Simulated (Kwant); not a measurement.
Device: quantum point contact (saddle potential) in a Ge (holes) two-dimensional gas. Effective mass 0.06 mₑ, grid spacing 6.7 nm, hard walls, nominal width 200 nm (29 grid rows, so walls 201 nm apart), one parabolic valley, scattering region 600 nm long along x; energies count from the band bottom; Fermi energy 0.00449 eV. Potential (V0 + ½k y²) cos²(πx/L) for |x| < L/2, with V0 swept from 0.0047145 to 0 eV, k = 3.3e-06 eV/nm², L = 340 nm. Perpendicular field 0.15 T, also in the leads; orbital effect alone.

The device is made up for the run: typed textbook-type constants, with dimensions and the other settings drawn at random.

Computed with Kwant: effective-mass tight-binding model on a square grid, one spin, coherent transport at 0 K. Conductance is in e²/h.

Sweep values stay those of the base run.

Base results: G (e²/h) at V0 = 1.230 meV 1.83; G (e²/h) at V0 = 3.553 meV 0.36; G (e²/h) at V0 = 2.391 meV 1.00; mean G (e²/h) over the sweep 1.04.

What follows from this one change: magnetic field 0.15 → 0.062 T?

G at V0 = 1.230 meV little changed (1.85 e²/h); G at V0 = 3.553 meV 0.36 → 0.37 e²/h; G at V0 = 2.391 meV little changed (1.00 e²/h); mean G over the sweep little changed (1.05 e²/h).

What follows from this one change: effective mass 0.06 → 0.048 mₑ?

G at V0 = 1.230 meV 1.83 → 1.21 e²/h; G at V0 = 3.553 meV 0.36 → 0.22 e²/h; G at V0 = 2.391 meV little changed (1.00 e²/h); mean G over the sweep 1.04 → 0.94 e²/h.
